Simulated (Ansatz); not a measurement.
The reference is WSe2 in the 2H-MoS2 type structure (space group P6_3/mmc, No. 194; a = 3.279 Å, c = 12.786 Å; layered, stacked along the Cartesian z axis).

Method: PBE-D3(BJ) (Ansatz, a quantum-chemistry and plane-wave program), spin-orbit coupling left out, earlier PAW set.

Perturbation: full substitution W → Mo, then cell and atoms are relaxed.

Measured band gap: WSe2 1.2 eV (room temperature; as listed in Carlos M. O. Bastos et al., Physical Review Materials (2019)); MoSe2 1.09 eV (room temperature; as listed in Carlos M. O. Bastos et al., Physical Review Materials (2019)).

Measured lattice parameter a: WSe2 3.282 Å (room temperature; as listed in arXiv:1605.07067); MoSe2 3.289 Å (room temperature; as listed in arXiv:1605.07067).

Task: How well does PBE-D3(BJ) reproduce the measured shift?

Result: With PBE-D3(BJ) the band gap moves by -0.13 eV (0.87 → 0.74) against -0.11 eV measured; the lattice parameter a moves by -0.002 Å (3.279 → 3.277) against +0.007 Å measured.

With W present, leaving out spin-orbit coupling can change the band edges. Stability against distortions was not tested.
